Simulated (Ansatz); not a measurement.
PbTe (model structure, started from the WC type, P-6m2, No. 187, 2 atoms in the cell): properties by level of theory

```tsv
level (code)	lattice constant a (Å)	lattice parameter c (Å)
PBE (Ansatz)	?	?
PBEsol (Ansatz)	?	4.145
PBE-D3(BJ) (Ansatz)	4.344	?
```

Fill in the missing entries.


- PBE (Ansatz, an electronic-structure program), lattice constant a (Å): 4.458
- PBE (Ansatz), lattice parameter c (Å): 4.188
- PBEsol (Ansatz), lattice constant a (Å): 4.333
- PBE-D3(BJ) (Ansatz), lattice parameter c (Å): 4.178

Caveats: a distance lies near a switch of the dispersion term, which can move the cell (PBE-D3(BJ)). Ansatz's density-functional and Hartree–Fock values are scalar-relativistic unless marked +SOC, with PAW data made under PBE.

The computed numbers hold no vibrational or temperature effects.

A model structure was made by putting elements into a prototype or built by hand; it is no filed structure, need not be a known phase, and can be a saddle point held by its symmetry.
